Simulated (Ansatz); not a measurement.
Cells marked so need not be the phases stable at ambient conditions, and some may be hypothetical.

 Where the default PAW files enter, the runs use the earlier of Ansatz's two default sets.

By PBEsol, each system below comes out a metal.

Ballistic conductance counts the channels of both spins, as a mean over 0.1 eV about the Fermi level; spin-orbit coupling is left out.

A. CoSn (P6/mmm, not sure to be the ambient phase, 6 atoms a cell, 16.6 Å³ an atom, -2 GPa at this level), current normal to (111)
B. Ta (Fm-3m, fcc (Cu type), not sure to be the ambient phase, 1 atom a cell, 18.2 Å³ an atom), current normal to (111)
C. InBi (P4/nmm, not sure to be the ambient phase, 4 atoms a cell, 31.5 Å³ an atom, -2 GPa at this level), current normal to (110)

Problem. Order them by ballistic conductance per area (lowest first) at the level Ansatz (a quantum-chemistry and plane-wave program) with PBEsol.

Solution. C (0.25 × 10¹⁵ S/m²), A (0.52 × 10¹⁵ S/m²), B (1.5 × 10¹⁵ S/m²)
